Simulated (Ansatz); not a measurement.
## Co interstitial in silicon

Computed with PBE, PAW (plane waves to 420 eV; Ansatz, an electronic-structure program). A 2×2×2 supercell of 64 sites was used; the energies come from a 2×2×2 shifted sampling of its zone. Site at the start: void with 4Si nearest. Energies of charged states are corrected for periodic images (point charge plus alignment at distant sites). Dielectric constants: PBE linear response of the host. Host gap at this level: 0.61 eV. A cell of this size leaves errors of a few tenths of an eV. The semilocal functional narrows the gap, so deep levels can fall outside it. Spin–orbit coupling is left out, and no Hubbard U is applied to the open shells. Each state is the lowest found from its start.

Formation energies E_f are given with the Fermi level at the valence-band maximum. Chemical conditions: impurity bounded by its compound with the host (Δμ(Co) = -1.40 eV, bounded by fluorite-type CoSi2; only phases computed here count, gases as isolated molecules at 0 K). Reference phases: Co: hcp Co, ferromagnetic.

The name describes the start; the neighbours show where the added atom ended.

| charge | moment (μB) | point group | largest move off a lattice site (Å) | neighbours of the added atom at the end (Å) | image correction with alignment (eV) | E_f, impurity bounded by its compound with the host (eV) | above the lowest spin state (eV) |
|---|---|---|---|---|---|---|---|
| +2† | 3.0 | – | 0.07 | Si 2.40, Si 2.43, Si 2.43, Si 2.43 | 0.78 | – | 0.00 |
| +2† | 3.0 | – | 0.07 | Si 2.40, Si 2.43, Si 2.43, Si 2.43 | 0.78 | – | 0.00 |
| +1 | 2.0 | Td | 0.05 | Si 2.42, Si 2.42, Si 2.42, Si 2.42 | 0.30 | 2.54 | 0.00 |
| +1† | not spin-polarised | – | 0.05 | Si 2.41, Si 2.41, Si 2.42, Si 2.42 | 0.28 | – | 0.44 |
| 0 | 1.0 | Td | 0.04 | Si 2.41, Si 2.41, Si 2.41, Si 2.41 | 0.00 | 2.74 | 0.00 |
| −1† | not spin-polarised | – | 0.07 | Si 2.30, Si 2.30, Si 2.30, Si 2.41, Si 2.41, Si 2.41, Si 2.91 | -0.05 | – | 0.00 |

† Not settled in this cell, so no level is given: charge +2: carriers not clearly localised, level within 0.1 eV of a band edge or past it; charge −1: carriers not clearly localised.

Point groups are those of the whole cell at tolerances of 0.03 and 0.1 Å ("near" where only the looser one holds); none is given for unsettled states.

Starting moments that weren't kept: charge +2 began with 1 μB and ended with 3.0.

No other site or start that was run ended lower by more than 0.1 eV.

Transition levels above the valence-band maximum: ε(+1/0) = 0.19 eV. With a charge missing or unsettled, these needn't be thermodynamic levels.

Flagged in the runs: a strain field that reaches the edge of the cell.
